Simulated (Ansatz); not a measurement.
**MgB2, pressure series**

Take MgB2 (space group P6/mmm, No. 191; a = 3.063 Å, c = 3.500 Å) as the base.

Cell and atoms are relaxed at each pressure.

Computed with PBEsol (Ansatz, an electronic-structure program; PAW; 420 eV plane waves; without spin-orbit coupling).

Candidates:
(a) pressure 22.5 GPa
(b) pressure 15 GPa
(c) pressure 0.9 GPa

Before the change:

* **c/a ratio**: 1.143

### Question
Order them by c/a ratio, lowest first.

### Answer
(a) pressure 22.5 GPa (1.111), (b) pressure 15 GPa (1.120), (c) pressure 0.9 GPa (1.141)

Load acts through the strain it causes; cell and atoms are relaxed under it. No phonon test of stability was made. No other phases were tried under pressure. The final runs are not spin-polarised.
